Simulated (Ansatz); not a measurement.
For zinc-blende CaO (model structure), LDA (Ansatz, a program for electronic structure, plane waves, PAW) gives:

- lattice constant a = 5.116 Å
- enthalpy of formation = -3.075 eV/atom

What does r²SCAN in Ansatz (PAW) give for the same quantities?


- lattice constant a: 5.212 Å (grows by 1.9 %)
- formation enthalpy: -2.969 eV/atom (moves by +0.106 eV/atom)

Changes are worked out from the printed values.

Unless a cell is named, each level is at its own relaxed cell (LDA 16.74, r²SCAN 17.70 Å³/atom).

Ansatz's density-functional and Hartree–Fock values are scalar-relativistic unless marked +SOC, with PAW data made under PBE.

A model structure was made by putting elements into a prototype or built by hand; it is no filed structure, need not be a known phase, and can be a saddle point held by its symmetry.
